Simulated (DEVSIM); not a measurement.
Device: abrupt Si p-n junction, at 300 K.

Layer 1 from the left is Si, thickness (μm) 5.70, Na (cm⁻³) 1.4e18, τn (s) 1.4e-7, τp (s) 1.4e-7. Layer 2 from the left is Si, thickness (μm) 0.320, Nd (cm⁻³) 1.1e17, τn (s) 1.4e-7, τp (s) 1.4e-7.

Left contact: ohmic. Right contact: ohmic. Voltage is applied to the left contact. Recombination: SRH at mid-gap, radiative, Auger. Mobility is μmin + (μ − μmin)/(1 + (N/Nref)^α).

Constants are typed, rounded textbook-type inputs, not results; the design itself was drawn at random and stands for no fabricated device. Values at 300 K.

Si: gap (eV) 1.124, affinity (eV) 4.05, permittivity 11.7, Nc (cm⁻³) 2.86e19, Nv (cm⁻³) 3.1e19, μn (cm²/Vs) 1417, μp (cm²/Vs) 470, μn,min 52, μp,min 45, Nref,n 9.7e16, Nref,p 2.2e17, αn 0.68, αp 0.72, B (cm³/s) 4.7e-15, Cn (cm⁶/s) 2.8e-31, Cp (cm⁶/s) 9.9e-32.

DEVSIM, 1D drift-diffusion, Boltzmann statistics, complete ionisation; no tunnelling, impact ionisation, image-force lowering or self-heating.

Dark forward current:

```
|V| (V)  |J| (A/cm²)
-------  -----------
0.05        8.607e-9
0.10        3.183e-8
0.15        1.045e-7
0.20        3.713e-7
0.25        1.565e-6
0.30        7.985e-6
0.35        4.698e-5
0.40       0.0002994
0.45        0.001981
0.50         0.01331
0.55         0.08999
0.60          0.6090
0.65           4.108
0.70           27.18
0.75           163.1
0.80           701.4
0.85            1859
0.90            3499
```

Work out the local ideality factor n = ΔV / (kT/q · ln(J2/J1)) between the rows 0.15 and 0.20 V, 0.55 and 0.60 V, 0.85 and 0.90 V.

kT/q = 25.85 mV. From 0.15 to 0.20 V: ln(3.713e-7/1.045e-7) = 1.268, n = 1.53. From 0.55 to 0.60 V: ln(0.6090/0.08999) = 1.912, n = 1.01, near the 1 of diffusion or emission over a barrier. From 0.85 to 0.90 V: ln(3499/1859) = 0.632, n = 3.06; the layers' resistance at their doping, Σ W/(qμN) = 2.2e-5 Ω cm², would take 35 mV of this step of 50 mV.

Estimate the current at 0.50 V from the Shockley equation with J0 = Σ q ni² D/(N L) coth(W/L), τ joining the SRH, radiative and Auger lifetimes that are on, and W taken as the whole layer.

ni² = 1.16e20 cm⁻⁶; electrons in the p layer: μ = 243 cm²/Vs, D = 6.28 cm²/s, τ = 1.36e-7 s, L = 9.25 μm, W/L = 0.62, term 1.64e-13 A/cm²; holes in the n layer: μ = 309 cm²/Vs, D = 8.00 cm²/s, τ = 1.40e-7 s, L = 10.6 μm, W/L = 0.030, term 4.22e-11 A/cm². J0 = 4.24e-11 A/cm², and J = J0 exp(qV/kT) = 0.0106 A/cm². The simulation gives 0.0133 A/cm²; the estimate lies 20 % below. The estimate leaves out recombination in the depletion region and that region's share of W.
